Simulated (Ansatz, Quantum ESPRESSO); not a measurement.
**One structure in several programs: PNO (I2_12_12_1, 6 atoms in the cell)**

Zone-centre phonon calculation.

```
CELL_PARAMETERS angstrom
     -2.22378     2.38856     3.50218
      2.22378    -2.38856     3.50218
      2.22378     2.38856    -3.50218
ATOMIC_POSITIONS crystal
  P  0.61083 0.86083 0.75000
  P  0.88917 0.63917 0.25000
  N  0.75000 0.89204 0.14204
  N  0.25000 0.60796 0.35796
  O  0.87288 0.75000 0.62288
  O  0.62712 0.25000 0.87712
```

Shared settings, as Ansatz (a program for electronic structure) writes them: kpoints.mp_grid.grid = 5 5 5; scf.occupations.method = fixed. Potentials and cutoffs stand in the table.

```tsv
code	model	highest zone-centre frequency, without LO-TO term (cm⁻¹)	mean ε∞ at this mesh	cutoff
Ansatz	LDA (PW92), default PAW files made with PBE	1286	3.19	default
Quantum ESPRESSO	LDA (PZ), GBRV 1.5 ultrasoft (LDA) pseudopotentials	1293	3.19	40 Ry
```

The spread over the programs that give each value: highest zone-centre frequency, without LO-TO term within 7.0 cm⁻¹; mean ε∞ at this mesh within 0.00 .

The same LDA comes in different parametrisations, which differ slightly.

The starting cell comes from a database of computed structures (which also holds hypothetical and non-ambient phases and stackings), without a prior relaxation at this level.

Keys are those of Ansatz 0.2.
